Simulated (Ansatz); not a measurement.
The starting structures come from a database of crystals and need not be the phases stable at ambient conditions.

 Where the default PAW files enter, the runs use the earlier of Ansatz's two default sets.

Inside the gap of an insulator the Bloch states are evanescent, with a wavenumber k + iκ along the transport direction.

```yaml
crystal:
  lattice:
    - [5.36252, 0.00000, 0.00000]
    - [-1.39839, 5.17698, 0.00000]
    - [0.62859, 0.82091, 4.57612]
  atoms:
    - { symbol: Sc, position: [0.69032, 0.30968, 0.00000] }
    - { symbol: Sc, position: [0.30968, 0.69032, 0.00000] }
    - { symbol: Si, position: [0.77628, 0.77628, 0.40802] }
    - { symbol: Si, position: [0.22372, 0.22372, 0.59198] }
    - { symbol: O, position: [0.07848, 0.39328, 0.78659] }
    - { symbol: O, position: [0.92152, 0.60672, 0.21341] }
    - { symbol: O, position: [0.60672, 0.92152, 0.21341] }
    - { symbol: O, position: [0.39328, 0.07848, 0.78659] }
    - { symbol: O, position: [0.00000, 0.00000, 0.50000] }
    - { symbol: O, position: [0.39368, 0.39368, 0.28014] }
    - { symbol: O, position: [0.60632, 0.60632, 0.71986] }
```

Space group of this cell: C2/m. The cell is taken as given; by r2SCAN its mean pressure is -0.5 GPa.

Transport runs along the normal of the first two printed cell vectors.

No gap correction and no spin-orbit coupling; mid-gap values are interpolated between computed energies.

### Question
Estimate the band gap and the smallest decay constant κ at mid-gap that r2SCAN (Ansatz, a first-principles code) returns for this system.

### Answer
Gap 4.92 eV on a 6×6×8 mesh; κ = 0.467 1/Å, at the zone centre.
